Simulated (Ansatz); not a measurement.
The parent structure is PbSe in the rock salt structure (space group Fm-3m, No. 225).

```
PbSe
1.0
    0.00000     3.08901     3.08901
    3.08901     0.00000     3.08901
    3.08901     3.08901     0.00000
Pb Se
1 1
Cartesian
  0.00000   0.00000   0.00000
  3.08901   3.08901   3.08901
```

Cartesian axes are those of the cell as printed.

Calculations: r2SCAN, PAW, 500 eV (Ansatz, a first-principles code; no spin-orbit coupling).

For the base:

| Item | Value |
|---|---|
| Electron mass | 0.19 mₑ along k, 0.14 mₑ across (at L) |
| Valley order | L along ⟨111⟩ 0.67 eV; a point along ⟨110⟩, about 0.6 Å⁻¹ from Γ 1.46 eV |

One thing is altered: biaxial strain +1.67 %, plane normal [111], relaxed out of plane (Cartesian); in-plane vectors clamped, the third vector and the atoms free.

### Question
What happens to the energy relative to the base?

### Answer
The energy goes up by 3.7 meV/atom.

### Question
What does the calculation give for the out-of-plane strain after the change?

### Answer
The out-of-plane strain is -1.75 %.

### Question
What does the calculation give for the in-plane stress after the change?

### Answer
The mean in-plane stress (compression positive) is -1.2 GPa.

### Question
What happens to the electron mass?

### Answer
The electron mass goes from 0.19 mₑ along k, 0.14 mₑ across (at L) to 0.22 mₑ along k, 0.14 mₑ across (at L).

### Question
Estimate the effect on the valley order.

### Answer
The valley order (the lowest conduction-band minima on the path, energy above the VBM, named in the base's zone) becomes L along [111] 0.50 eV; L along [1-11] 0.71 eV; a point along [01-1], about 0.6 Å⁻¹ from Γ 1.55 eV (base: L along ⟨111⟩ 0.67 eV; a point along ⟨110⟩, about 0.6 Å⁻¹ from Γ 1.46 eV).

Spin-orbit coupling, missing from the scalar runs, can matter with Pb. The levels and masses belong to the bands next to the band gap. Masses are band curvatures over ±0.01 Å⁻¹ around the edge. Along k means along the line from Γ to the band edge. Stability against distortions was not tested.
